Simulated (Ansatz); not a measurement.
Input:

End structure of a constructed model of the (100) surface of fcc Ag, a layer of Pd in place of the second plane (bottom of the slab: a bare face, its two planes held):

```
CELL_PARAMETERS angstrom
      2.93338     0.00000     0.00000
      0.00000     2.93338     0.00000
      0.00000     0.00000    26.50000
ATOMIC_POSITIONS crystal
  Ag 0.50000 0.50000 0.30568
  Ag 0.00000 0.00000 0.38395
  Ag 0.50000 0.50000 0.46242
  Ag 0.00000 0.00000 0.54026
  Pd 0.50000 0.50000 0.61341
  Ag 0.00000 0.00000 0.68548
```

Slab: 6 atoms, 10.3 Å thick at the start (thin: gaps and levels are the slab's own); k 13x13x1, smearing 0.1 eV, dipole-corrected; 2 atoms held, the rest relaxed; symmetry of the start imposed; no spin, no spin-orbit, no U. It is one candidate, not shown to be the stable structure of the face.

What is the computed work function of the top face (PBE in Ansatz, a first-principles code)?

4.36 eV
